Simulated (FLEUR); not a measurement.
A working FLEUR input for Tc₃Mo (Fm-3m, 4 atoms in the cell) (DFT, PBE, all-electron FLAPW (FLEUR), scalar-relativistic valence):

```xml
# input of inpgen
Tc3Mo crystal
&input film=f /
-0.0000000000 3.3129750000 3.3129750000
3.3129750000 -0.0000000000 3.3129750000
3.3129750000 3.3129750000 0.0000000000
1.8897261246
1.0 1.0 1.0

4
42 0.0000000000 0.0000000000 0.0000000000
43 0.5000000000 0.5000000000 0.5000000000
43 0.2500000000 0.2500000000 0.2500000000
43 0.7500000000 0.7500000000 0.7500000000

&comp jspins=1 /
&kpt div1=5 div2=5 div3=5 /
&end /
# inp.xml
<?xml version="1.0" encoding="UTF-8" standalone="no"?>
<fleurInput fleurInputVersion="0.39">
   <comment>
      Tc3Mo crystal                                                                                       
   </comment>
   <calculationSetup>
      <cutoffs Kmax="4.0" Gmax="16.0" GmaxXC="16.0" numbands="0"/>
      <scfLoop itmax="60" minDistance="0.00001" maxIterBroyd="25" imix="Anderson" alpha="0.05" precondParam="0.0" spinf="2.0"/>
      <coreElectrons ctail="T" frcor="F" kcrel="0" coretail_lmax="0"/>
      <xcFunctional name="pbe" relativisticCorrections="F"/>
      <magnetism jspins="1"/>
      <soc l_soc="F" theta="0.0" phi="0.0" spav="F"/>
      <expertModes spex="0" secvar="F"/>
      <geometryOptimization l_f="T" forcealpha="1.0" forcemix="BFGS" epsdisp="0.00001" epsforce="0.00001"/>
      <ldaU l_linMix="F" mixParam="0.05" spinf="1.0"/>
   </calculationSetup>
   <cell>
      <bzIntegration valenceElectrons="59.0" mode="hist" fermiSmearingEnergy="0.00367493">
         <kPointListSelection listName="default-1"/>
         <!-- k-points included here -->
         <xi:include xmlns:xi="http://www.w3.org/2001/XInclude" href="kpts.xml"> </xi:include>
      </bzIntegration>
      <!-- symmetry operations included here -->
      <xi:include xmlns:xi="http://www.w3.org/2001/XInclude" href="sym.xml"> </xi:include>
      <bulkLattice scale="1.0">
         <bravaisMatrix>
            <row-1>    0.0000000000000000     6.2606154076466840     6.2606154076466840</row-1>
            <row-2>    6.2606154076466840     0.0000000000000000     6.2606154076466840</row-2>
            <row-3>    6.2606154076466840     6.2606154076466840     0.0000000000000000</row-3>
         </bravaisMatrix>
      </bulkLattice>
   </cell>
   <atomSpecies>
      <species name="Molybdenum (Mo)" element="Mo" atomicNumber="42">
         <mtSphere radius="2.53" gridPoints="873" logIncrement="0.015"/>
         <atomicCutoffs lmax="10" lnonsphr="8"/>
         <electronConfig flipSpins="F">
            <coreConfig>(1s1/2) (2s1/2) (2p1/2) (2p3/2) (3s1/2) (3p1/2) (3p3/2) (3d3/2) (3d5/2)</coreConfig>
            <valenceConfig>(4s1/2) (4p1/2) (4p3/2) (5s1/2) (4d3/2) (4d5/2)</valenceConfig>
            <stateOccupation state="(5s1/2)" spinUp="0.5" spinDown="0.5"/>
            <stateOccupation state="(4d3/2)" spinUp="1.0" spinDown="1.0"/>
            <stateOccupation state="(4d5/2)" spinUp="1.5" spinDown="1.5"/>
         </electronConfig>
         <energyParameters s="5" p="5" d="4" f="4"/>
         <lo type="SCLO" l="0" n="4" eDeriv="0"/>
         <lo type="SCLO" l="1" n="4" eDeriv="0"/>
      </species>
      <species name="Technetium (Tc)" element="Tc" atomicNumber="43">
         <mtSphere radius="2.53" gridPoints="873" logIncrement="0.015"/>
         <atomicCutoffs lmax="10" lnonsphr="8"/>
         <electronConfig flipSpins="F">
            <coreConfig>(1s1/2) (2s1/2) (2p1/2) (2p3/2) (3s1/2) (3p1/2) (3p3/2) (3d3/2) (3d5/2)</coreConfig>
            <valenceConfig>(4s1/2) (4p1/2) (4p3/2) (5s1/2) (4d3/2) (4d5/2)</valenceConfig>
            <stateOccupation state="(4d3/2)" spinUp="1.0" spinDown="1.0"/>
            <stateOccupation state="(4d5/2)" spinUp="1.5" spinDown="1.5"/>
         </electronConfig>
         <energyParameters s="5" p="5" d="4" f="4"/>
         <lo type="SCLO" l="0" n="4" eDeriv="0"/>
         <lo type="SCLO" l="1" n="4" eDeriv="0"/>
      </species>
   </atomSpecies>
   <atomGroups>
      <atomGroup species="Molybdenum (Mo)">
         <relPos label="                   1">.0000000000 .0000000000 .0000000000</relPos>
         <force calculate="T" relaxXYZ="TTT"/>
      </atomGroup>
      <atomGroup species="Technetium (Tc)">
         <relPos label="                   2">1.000/2.000 1.000/2.000 1.000/2.000</relPos>
         <force calculate="T" relaxXYZ="TTT"/>
      </atomGroup>
      <atomGroup species="Technetium (Tc)">
         <relPos label="                   3">1.000/4.000 1.000/4.000 1.000/4.000</relPos>
         <relPos label="                   4">-1.000/4.000 -1.000/4.000 -1.000/4.000</relPos>
         <force calculate="T" relaxXYZ="TTT"/>
      </atomGroup>
   </atomGroups>
   <output dos="F" band="F" slice="F">
      <checks vchk="F" cdinf="F"/>
      <bandDOS minEnergy="-.5*Htr" maxEnergy="0.5*Htr" sigma="0.015" storeEVData="T"/>
      <vacuumDOS vacdos="F" integ="F" star="F" nstars="0" locx1="0.0" locy1="0.0" locx2="0.0" locy2="0.0" nstm="0" tworkf="0.0"/>
      <unfoldingBand unfoldBand="F" supercellX="1" supercellY="1" supercellZ="1"/>
      <plotting iplot="0" polar="F">
         <plot TwoD="T" vec1="  1.0  0.0  0.0" vec2="  0.0  1.0  0.0" vec3="  0.0  0.0  1.0" zero="  0.0  0.0  0.0" file="plot"/>
      </plotting>
      <chargeDensitySlicing numkpt="0" minEigenval="0.0" maxEigenval="0.0" nnne="0" pallst="F"/>
      <specialOutput eonly="F"/>
      <magneticCircularDichroism mcd="F" energyLo="-10.0" energyUp="0.0"/>
   </output>
  <!-- We include the file relax.xml here to enable relaxations (see documentation) -->
  <xi:include xmlns:xi="http://www.w3.org/2001/XInclude" href="relax.xml"> <xi:fallback/> </xi:include>
</fleurInput>
```

The run converged in 21 iterations: free energy E − TS -460131.3069 eV; Fermi level (on the code's own zero) 12.05 eV. Each of these slips is then made, one at a time:

(1)
```diff
-&kpt div1=5 div2=5 div3=5 /
+&kpt div1=1 div2=1 div3=1 /
```

(2)
```diff
-      <scfLoop itmax="60" minDistance="0.00001" maxIterBroyd="25" imix="Anderson" alpha="0.05" precondParam="0.0" spinf="2.0"/>
+      <scfLoop itmax="60" minDistance="5.0" maxIterBroyd="25" imix="Anderson" alpha="0.05" precondParam="0.0" spinf="2.0"/>
-      <geometryOptimization l_f="T" forcealpha="1.0" forcemix="BFGS" epsdisp="0.00001" epsforce="0.00001"/>
+      <geometryOptimization l_f="F" forcealpha="1.0" forcemix="BFGS" epsdisp="0.00001" epsforce="0.00001"/>
```

### Question
Predict the outcome of each change.

### Answer

(1) A single k-point for a small metallic cell. The run converged in 20 iterations without an error; against the sound input the free energy drops by 865 meV/atom.

(2) A convergence threshold that is too loose. The run converged in 8 iterations without an error; against the sound input the free energy drops by 7.4 meV/atom.

The starting cell was generated: these elements placed on a structure prototype, without a prior relaxation; it need not be a known phase or ordering of this composition. Spin polarisation is off. Values depend on the basis (sphere radii, cutoffs, local orbitals), which need not be converged.

Left out of this page: 4 runs of the series outside the window shown, repeating another row's setting, or not comparable.
